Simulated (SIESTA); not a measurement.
SIESTA run on MgCo2O4 (C2/m, 7 atoms in the cell): self-consistent single point.

Method: SIESTA with LDA PW92, numerical atomic orbitals DZP, PseudoDojo LDA standard norm-conserving potentials (rewritten from UPF to PSML).

The change in words: lattice scaled by 0.98. Reference geometry:
```xyz
7
Lattice="4.9845 -1.4893 0.0000 4.9845 1.4893 0.0000 -1.0829 0.0000 4.8814" Properties=species:S:1:pos:R:3 pbc="T T T"
Mg     4.9845     0.0000     0.0000
Co     6.6210     0.0000     3.6203
Co     2.2652     0.0000     1.2612
O      8.5289     0.0000     0.4672
O      0.3573     0.0000     4.4142
O      2.8100     0.0000     3.0916
O      6.0762     0.0000     1.7898
```
Moments meant for the start (each program seeds them in its own way; μB, in the order of the atoms Mg Co Co O O O O): 0.0 3.0 3.0 0.0 0.0 0.0 0.0.

Reference input (self-consistent single point, DFT, LDA PW92, numerical atomic orbitals DZP, PseudoDojo LDA standard norm-conserving potentials (rewritten from UPF to PSML)): XC.functional = LDA; XC.authors = PW92; potentials = PseudoDojo LDA standard; PAO.BasisSize = DZP; PAO.EnergyShift = 0.01 Ry; MeshCutoff = 350 Ry; kgrid.MonkhorstPack = 5 5 3; OccupationFunction = FD; ElectronicTemperature = 0.02 eV; Spin = polarized; DM.InitSpin = [1 +0.00, 2 +3.00, 3 +3.00, 4 +0.00, 5 +0.00, 6 +0.00, 7 +0.00]; MaxSCFIterations = 150. This run's input differs from it in these lines:

```diff
@@ -11,7 +11,7 @@
 %endblock ChemicalSpeciesLabel
-LatticeConstant              5.202286 Ang
+LatticeConstant              5.098241 Ang
 %block LatticeVectors
-     0.958146092   -0.286279916    0.000000000
-     0.958146092    0.286279916    0.000000000
-    -0.208158298    0.000000000    0.938321538
+     0.958145957   -0.286279915    0.000000000
+     0.958145957    0.286279915    0.000000000
+    -0.208158265    0.000000000    0.938321472
 %endblock LatticeVectors
@@ -19,9 +19,9 @@
 %block AtomicCoordinatesAndAtomicSpecies
-     4.984550000    0.000000000    0.000000000  1
-     6.620967247   -0.000000000    3.620254104  2
-     2.265233753   -0.000000000    1.261162896  2
-     8.528887671   -0.000000000    0.467249235  3
-     0.357313329   -0.000000000    4.414167765  3
-     2.810010215    0.000000000    3.091645457  3
-     6.076190785   -0.000000000    1.789771543  3
+     4.884859000    0.000000000    0.000000000  1
+     6.488547917    0.000000000    3.547849274  2
+     2.219929083   -0.000000000    1.235939726  2
+     8.358309919   -0.000000000    0.457904283  3
+     0.350167081    0.000000000    4.325884717  3
+     2.753810024    0.000000000    3.029812763  3
+     5.954666976   -0.000000000    1.753976237  3
 %endblock AtomicCoordinatesAndAtomicSpecies
```

Output, abridged:

```
        iscf     Eharris(eV)        E_KS(eV)     FreeEng(eV)     dDmax    Ef(eV) dHmax(eV)
   scf:    1   -11608.817694   -11689.025357   -11689.031222  0.691844 -1.644648 26.863441
     spin moment: {S} , |S| = {        0.0        0.0    7.93677 }     7.93677
   scf:    2   -11725.240076   -11708.826036   -11708.837902  0.224311 -3.217497 16.949372
     spin moment: {S} , |S| = {        0.0        0.0    7.03607 }     7.03607
   scf:    3   -11667.645508   -11711.118484   -11711.128909  0.459942 -5.565868 15.390352
     spin moment: {S} , |S| = {        0.0        0.0    1.83979 }     1.83979
   [... lines left out ...]
     spin moment: {S} , |S| = {        0.0        0.0    0.00000 }     0.00000
   scf:   69   -11724.660934   -11724.660934   -11724.660934  0.000034 -4.737760  0.000119
     spin moment: {S} , |S| = {        0.0        0.0    0.00000 }     0.00000
   scf:   70   -11724.660934   -11724.660934   -11724.660934  0.000029 -4.737751  0.000086
     spin moment: {S} , |S| = {        0.0        0.0    0.00000 }     0.00000
   scf:   71   -11724.660934   -11724.660934   -11724.660934  0.000007 -4.737762  0.000077
     spin moment: {S} , |S| = {        0.0        0.0   -0.00000 }    -0.00000
SCF Convergence by DM+H criterion
max |DM_out - DM_in|         :     0.0000068123
max |H_out - H_in|      (eV) :     0.0000771554
SCF cycle converged after 71 iterations

Using DM_out to compute the final energy and forces

siesta: E_KS(eV) =           -11724.6609

siesta: E_KS - E_eggbox =    -11724.6609

siesta: Atomic forces (eV/Ang):
     1   -0.000001   -0.000000   -0.000001
     2    0.072222   -0.000000   -0.026875
     3   -0.072221    0.000000    0.026877
     4   -1.047565    0.000000    0.335461
     5    1.047564   -0.000000   -0.335454
     6   -1.098277    0.000000    0.244741
     7    1.098279    0.000000   -0.244747
   Tot    0.000001    0.000000    0.000000
   Max    1.098279
   Res    0.486188    sqrt( Sum f_i^2 / 3N )
   Max    1.098279    constrained

   [... lines left out ...]
siesta: FreeEng =    -11724.660934
siesta: Cell volume =         68.212707 Ang**3
siesta:        -161.42532526       -117.48131645  kBar
   [... lines left out ...]
Atom #   charge [q] valence [e]      Sz [e]  Species
     1     0.975338    9.024662   -0.000001  Mg
     2     0.659467   16.340533    0.000077  Co
     3     0.659468   16.340532   -0.000078  Co
     4    -0.639162    6.639162   -0.000008  O
     5    -0.639162    6.639162    0.000003  O
     6    -0.507975    6.507975   -0.000012  O
     7    -0.507975    6.507975    0.000020  O
 Total     0.000000               -0.000000
```

The run converged in 71 iterations. Against the reference run the free energy goes down by 80.4 meV/atom, the pressure goes from -25.66 to -16.14 GPa, the largest force goes from 1.598 to 1.125 eV/Å and the gap on the mesh goes from 0.473 to 0.563 eV.

The starting cell comes from a database of computed structures (which also holds hypothetical and non-ambient phases and stackings), without a prior relaxation at this level. For this run, on top of that: lattice scaled by 0.98. The starting moments vanished: the run ended non-magnetic, which need not be the lowest state. Values carry the incompleteness of an atom-centred basis. With a pressure of about -16 GPa the cell is away from its equilibrium volume at this level. Forces in this geometry exceed 1 eV/Å.

Cost on one core of a shared machine: roughly 3 min.
